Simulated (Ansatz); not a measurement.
**Parameter sweep on Ti2InC (P6_3/mmc, 8 atoms in the cell)**

```
CELL_PARAMETERS angstrom
      3.13837     0.00000     0.00000
     -1.56918     2.71790     0.00000
      0.00000     0.00000    14.06778
ATOMIC_POSITIONS crystal
  In 0.33333 0.66667 0.75000
  In 0.66667 0.33333 0.25000
  Ti 0.33333 0.66667 0.08600
  Ti 0.66667 0.33333 0.58600
  Ti 0.66667 0.33333 0.91400
  Ti 0.33333 0.66667 0.41400
  C  0.00000 0.00000 0.00000
  C  0.00000 0.00000 0.50000
```

Base run A: LDA (PW92), default PAW files made with PBE in Ansatz (an electronic-structure program), self-consistent single point.

Its settings: kpoints.mp_grid.grid = 10 10 2; hamiltonian.xc = lda; hamiltonian.pseudopotentials = {kind: paw} (the program's default PAW files); scf.occupations.method = gaussian; scf.occupations.width = 0.0073 Ry.

The starting cell was generated: these elements placed on a structure prototype, without a prior relaxation; it need not be a known phase or ordering of this composition. Spin polarisation is off. In the base run, with a pressure of about -11 GPa the cell is away from its equilibrium volume at this level. In the base run, forces exceed 1 eV/Å. Ansatz's pressure includes its estimate of the finite-basis (Pulay) stress.

Run A gave: pressure (GPa) -11.28; largest force (eV/Å) 2.386.

Runs:
- B: hamiltonian.xc: lda → pbesol [PBEsol]
- C: hamiltonian.xc: lda → blyp [BLYP]
- D: hamiltonian.xc: lda → r2scan [r2SCAN]

What does run B change against A?

The pressure goes from -11.28 to -7.20 GPa and the largest force goes from 2.386 to 2.296 eV/Å.

What does run D change against A?

The pressure goes from -11.28 to -3.79 GPa and the largest force goes from 2.386 to 2.253 eV/Å.

What does run C change against A?

The pressure goes from -11.28 to 3.26 GPa and the largest force goes from 2.386 to 2.031 eV/Å.

| run | pressure (GPa) | largest force (eV/Å) |
|---|---|---|
| A | -11.28 | 2.386 |
| B | -7.20 | 2.296 |
| C | 3.26 | 2.031 |
| D | -3.79 | 2.253 |

Left out of this page: 2 runs of the series held back from this collection.

Keys are those of Ansatz 0.2.
